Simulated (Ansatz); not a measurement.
# Fluorite PbF2 (high-temperature phase)

All values below come from PBE (plane waves, PAW; Ansatz, a quantum-chemistry and plane-wave program).

Numerical settings: plane-wave cutoff 520 eV, 8×8×8 k mesh, perturbation theory, force constants from a 4×4×4 q mesh, scalar-relativistic PAW data made under PBE.

Cell: relaxed at this level.

- high-frequency dielectric constant = 3.29
- dielectric constant ε0 (ions relaxed) = 35.6
- zero-point energy = 0.026 eV/atom

Spin–orbit coupling is not included; it can shift volumes and moduli of such heavy elements.
